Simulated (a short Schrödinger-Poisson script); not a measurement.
Stack: MOS inversion layer, SiO2 on p-type GaN, at 400 K.

```csv
layer,material,thickness (nm),Na (cm⁻³)
1,SiO2,1.4,-
2,GaN,1900,1.1e17
```

Constants are typed, rounded textbook-type inputs, not results; the design itself was drawn at random and stands for no fabricated device. SiO2: permittivity 3.9, conduction-band edge (eV) 3.2, gap (eV) 9, electron mass (mₑ) 0.5. GaN: permittivity 9.5, conduction-band edge (eV) 0, gap (eV) 3.43, Nv at 300 K (cm⁻³) 4.6e19.

Channel valleys (confinement mass, in-plane density-of-states mass, number): Γ 0.2, 0.2, 1. At the gate the conduction-band edge of layer 1 lies 3.58 eV − eVg above the Fermi level of the channel; the field vanishes at the back. Gaps are held at their typed values at every temperature. Mesh 0.03 nm at interfaces.

Solved with a short Schrödinger-Poisson script written for these runs: 1D Poisson equation in equilibrium, electrons quantum, Hartree (BenDaniel-Duke, 12 states a valley, the channel's in-plane mass for all, wave functions ending at the dielectric), parabolic valleys, classical holes, full ionisation, no traps, pinning or gate leakage.

The same stack at other levels of the model or other numerical settings:

```csv
run,sheet density of all electrons at Vg = 1.2 V (cm⁻²),sheet density of all electrons at Vg = 0.6 V (cm⁻²),capacitance at Vg = 1.2 V (μF/cm²),centroid of the channel electrons at Vg = 1.2 V (nm),rough cost against the base
base,5.07e12,2.70e11,1.50,2.25,about 1
"electrons treated as classical, Boltzmann",…,8.44e11,2.22,0.52,0.05
"electrons treated as classical, Fermi-Dirac",…,7.27e11,…,1.14,0.3
"electrons treated as quantum, Hartree plus LDA exchange-correlation",5.47e12,3.46e11,1.55,2.15,2
mesh six times as coarse,5.07e12,2.71e11,1.50,2.24,0.2
one subband a valley,5.05e12,2.64e11,1.50,2.16,0.7
```

**Question.** Fill in the missing entries.

**Answer.** 
- electrons treated as classical, Boltzmann, sheet density of all electrons at Vg = 1.2 V (cm⁻²): 8.31e12
- electrons treated as classical, Fermi-Dirac, capacitance at Vg = 1.2 V (μF/cm²): 1.71
- electrons treated as classical, Fermi-Dirac, sheet density of all electrons at Vg = 1.2 V (cm⁻²): 6.55e12

The classical rows ignore confinement, and Boltzmann statistics overrate the density once the band edge passes the Fermi level.

In real p-type GaN the Mg acceptor is only partly ionised, and so wide a gap doesn't supply an inversion layer without source and drain.
